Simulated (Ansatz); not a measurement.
Ansatz (a quantum-chemistry and plane-wave program), DFT, PBE, plane waves, its default PAW files: cubic perovskite SrTiO3, atoms displaced (Sr8Ti8O24), 40 atoms. Basis and mesh were picked for this test and aren't claimed converged.

Ansatz 0.2 input:
```yaml
crystal:
  lattice:
    - [7.81, 0.0, 0.0]
    - [0.0, 7.81, 0.0]
    - [0.0, 0.0, 7.81]
  atoms:
    - { symbol: Sr, position: [0.004247, 0.994265, 0.998734] }
    - { symbol: Sr, position: [0.997705, 0.000429, 0.498157] }
    - { symbol: Sr, position: [0.001097, 0.501266, 0.999959] }
    - { symbol: Sr, position: [0.004592, 0.493901, 0.492765] }
    - { symbol: Sr, position: [0.495845, 0.007176, 0.009934] }
    - { symbol: Sr, position: [0.500989, 0.000835, 0.501658] }
    - { symbol: Sr, position: [0.494618, 0.499164, 0.995808] }
... (30 lines of coordinates left out) ...
    - { symbol: O, position: [0.750065, 0.748698, 0.506021] }
    - { symbol: O, position: [0.501197, 0.74696, 0.745736] }
    - { symbol: O, position: [0.75373, 0.496055, 0.748697] }
kpoints:
  mp_grid: { grid: [2, 2, 2] }
  initial_grid: auto
hamiltonian:
  xc: pbe
  pseudopotentials: { kind: paw }
scf:
  occupations: { method: fixed }
output:
  forces: true
```

```bash
OMP_NUM_THREADS=16 ANSATZ_TIMINGS=1 ansatz run --backend cpu --threads 16 --max-ram 200GiB --events-out run.ndjson --runs-dir run.runs --progress --plain run.yaml
```

The program reports k-points after symmetry: 8, bands at the start: 200, electrons: 320, plane waves at Γ: 9315, cutoff (eV): 420, FFT grid: 54×54×54, symmetry operations: 1.

Machine: one whole node, Arm Neoverse V2, 96 cores on 1 socket, no SMT, 1 L3 cache group.

On 16 threads this takes 4.1 s. Wall times, medians of two to five repeats, each run alone on the node (launch to exit). Unless noted, each process is bound to its own block of adjacent cores. Build: release build for Arm (Neoverse V2), one process with threads. Other compilers and libraries give other times. Scratch files lie in a memory file system.

What should be changed to get the same answer (within 1.0 meV/atom in energy, 10 meV/Å in forces (largest component)) sooner? Keep to 16 cores.

One answer among several that fit: going from kpoints.initial_grid = auto to kpoints.initial_grid = not set, the fastest among the values tried that keep the result.

```diff
-  initial_grid: auto
```

Time: 4.1 s to 3.0 s (1.4× as fast). The largest move is in band solves (diag): 3.0 s to 2.2 s. SCF iterations go from 19 to 7; applications of H to a band go from 32979 to 24645. These two results differ by: energy under 0.001 meV/atom, forces (largest component) 0.20 meV/Å. Others tried: scf.initial_density.chi_scale = 0.1, kpoints.initial_grid = not set (4.0 s); scf.initial_density.chi_scale = 0, kpoints.initial_grid = not set, scf.initial_density.normalization = cell (4.3 s).
